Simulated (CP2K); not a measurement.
# CP2K run on Cl₂ (Cmce, 4 atoms in the cell): self-consistent single point

Computed with PBE, GPW, DZVP-MOLOPT-SR-GTH basis, GTH-PBE potentials (GTH_POTENTIALS) (CP2K 2026.2).

This input was run:

```
&GLOBAL
  PROJECT bulk
  RUN_TYPE ENERGY_FORCE
  PRINT_LEVEL LOW
&END GLOBAL
&FORCE_EVAL
  METHOD Quickstep
  STRESS_TENSOR ANALYTICAL
  &DFT
    BASIS_SET_FILE_NAME BASIS_MOLOPT
    POTENTIAL_FILE_NAME GTH_POTENTIALS
    &QS
      METHOD GPW
      EPS_DEFAULT 1E-11
    &END QS
    &MGRID
      CUTOFF 400
      REL_CUTOFF 40
      NGRIDS 5
    &END MGRID
    &SCF
      SCF_GUESS ATOMIC
      EPS_SCF 1E-6
      MAX_SCF 100
      ADDED_MOS 6
      &DIAGONALIZATION
        ALGORITHM STANDARD
      &END DIAGONALIZATION
      &MIXING
        METHOD BROYDEN_MIXING
        ALPHA 0.2
        NBUFFER 12
        BETA 1.5
      &END MIXING
      &SMEAR ON
        METHOD FERMI_DIRAC
        ELECTRONIC_TEMPERATURE [K] 232.09
      &END SMEAR
    &END SCF
    &KPOINTS
      SCHEME MONKHORST-PACK 9 9 4
      GAMMA_CENTERED T
    &END KPOINTS
    &XC
      &XC_FUNCTIONAL PBE
      &END XC_FUNCTIONAL
    &END XC
    &PRINT
      &MO
        EIGENVALUES T
        OCCUPATION_NUMBERS T
        NDIGITS 8
        FILENAME mo
        &EACH
          QS_SCF 0
        &END EACH
        ADD_LAST NUMERIC
      &END MO
      &MULLIKEN OFF
      &END MULLIKEN
    &END PRINT
  &END DFT
  &SUBSYS
    &CELL
      A 3.85852500 0.00000000 0.00000000
      B 1.66432800 3.48112500 0.00000000
      C 0.00000000 0.00000000 8.40240000
      PERIODIC XYZ
    &END CELL
    &COORD
      Cl       3.60724556     0.39865843     5.08135140
      Cl       1.91560744     3.08246657     3.32104860
      Cl       3.01270594     1.34190407     0.88015140
      Cl       2.51014706     2.13922093     7.52224860
    &END COORD
    &KIND Cl
      BASIS_SET DZVP-MOLOPT-SR-GTH-q7
      POTENTIAL GTH-PBE-q7
    &END KIND
  &END SUBSYS
  &PRINT
    &FORCES ON
    &END FORCES
    &STRESS_TENSOR ON
    &END STRESS_TENSOR
  &END PRINT
&END FORCE_EVAL
```

Output (repeated stretches shortened):

```
 GLOBAL| Method name                                                        CP2K
 GLOBAL| Project name                                                       bulk
 GLOBAL| Run type                                                   ENERGY_FORCE

 TOTAL NUMBERS AND MAXIMUM NUMBERS

  Total number of            - Atomic kinds:                                   1
                             - Atoms:                                          4
                             - Shell sets:                                     4
                             - Shells:                                        20
                             - Primitive Cartesian functions:                 16
                             - Cartesian basis functions:                     56
                             - Spherical basis functions:                     52

  Maximum angular momentum of- Orbital basis functions:                        2
                             - Local part of the GTH pseudopotential:          0
                             - Non-local part of the GTH pseudopotential:      2

 SCF PARAMETERS         Density guess:                                    ATOMIC
                        max_scf:                                             100
                        max_diis:                                              4
                        eps_scf:                                        1.00E-06
                        eps_diis:                                       1.00E-01
                        eps_eigval:                                     1.00E-05
                        level_shift [a.u.]:                             0.000000
                        added MOs                                         6    0
                        Mixing method:                            BROYDEN_MIXING
                                                charge density mixing in g-space
                        Smear method:                                FERMI_DIRAC
                        Electronic temperature [K]:                        232.1
                        Electronic temperature [a.u.]:                  7.35E-04
                        Accuracy threshold:                             1.00E-10
                        No outer SCF

 Extrapolation method: initial_guess

 Number of electrons:                                                         28
 Number of occupied orbitals:                                                 14
 Number of molecular orbitals:                                                20

 Number of orbital functions:                                                 52
 Number of independent orbital functions:                                     52

 SCF WAVEFUNCTION OPTIMIZATION

  Step     Update method      Time    Convergence         Total energy    Change
     1 NoMix/Diag. 0.20E+00      -     0.66811529       -60.0622051461 -6.01E+01
     2 Broy./Diag. 0.20E+00      -     0.00267671       -59.7572115681  3.05E-01
     3 Broy./Diag. 0.20E+00      -     0.01433867       -59.8624028181 -1.05E-01
     4 Broy./Diag. 0.20E+00      -     0.00072508       -59.9098332030 -4.74E-02
     5 Broy./Diag. 0.20E+00      -     0.00287574       -59.9097968840  3.63E-05
     6 Broy./Diag. 0.20E+00      -     0.00020067       -59.8887280867  2.11E-02
     7 Broy./Diag. 0.20E+00      -     0.00069855       -59.8770514415  1.17E-02
   [... 4 lines left out ...]
    12 Broy./Diag. 0.20E+00      -     0.00001121       -59.8633232658 -3.10E-06
    13 Broy./Diag. 0.20E+00      -     0.00002087       -59.8633898095 -6.65E-05
    14 Broy./Diag. 0.20E+00      -     0.00000240       -59.8636079052 -2.18E-04
    15 Broy./Diag. 0.20E+00      -     0.00000518       -59.8637517744 -1.44E-04
    16 Broy./Diag. 0.20E+00      -     0.00000053       -59.8638218663 -7.01E-05

  *** SCF run converged in    16 steps ***

  Electronic density on regular grids:        -28.0000000000        0.0000000000
  Core density on regular grids:               27.9999999997       -0.0000000003
  Total charge density on r-space grids:       -0.0000000002
  Total charge density g-space grids:          -0.0000000002

  Overlap energy of the core charge distribution:               0.00000000198339
  Self energy of the core charge distribution:               -134.85507118946373
  Core Hamiltonian energy:                                     30.97341138773335
  Hartree energy:                                              55.60969564862234
  Exchange-correlation energy:                                -11.59185771516776
  Electronic entropic energy:                                  -0.00000000000000
  Fermi energy:                                                 0.04112909894471

  Total energy:                                               -59.86382186629242
  Total energy (extrapolated to T->0):                        -59.86382186629242

 ENERGY| Total FORCE_EVAL ( QS ) energy [hartree]            -59.863814822861066

 FORCES| Atomic forces [hartree/bohr]
 FORCES|   Atom     x               y               z               |f|
 FORCES|      1 -2.55650068E-03  4.05591770E-03  9.63459458E-03   1.07615787E-02
 FORCES|      2  2.55650172E-03 -4.05591935E-03 -9.63459458E-03   1.07615796E-02
 FORCES|      3  2.55835825E-03 -4.05887243E-03  9.63462977E-03   1.07631656E-02
 FORCES|      4 -2.55835929E-03  4.05887408E-03 -9.63462977E-03   1.07631664E-02
 FORCES| Sum    -3.69149156E-15  5.60662627E-15 -3.94129174E-14
 FORCES| Total atomic force                                       3.99804880E-14

 STRESS| Analytical stress tensor [bar]
 STRESS|                        x                   y                   z
 STRESS|      x        1.06993911161E+04  -2.06167649571E+03   1.65635441120E-02
 STRESS|      y       -2.06167649571E+03   1.26707348469E+04  -2.22134836847E-02
 STRESS|      z        1.65635441120E-02  -2.22134836847E-02   2.62622666255E+04
 STRESS| 1/3 Trace                                             1.65441308628E+04
```

The run converged in 16 iterations.

The starting cell comes from a database of computed structures (which also holds hypothetical and non-ambient phases and stackings), without a prior relaxation at this level. Values carry the incompleteness of an atom-centred basis.
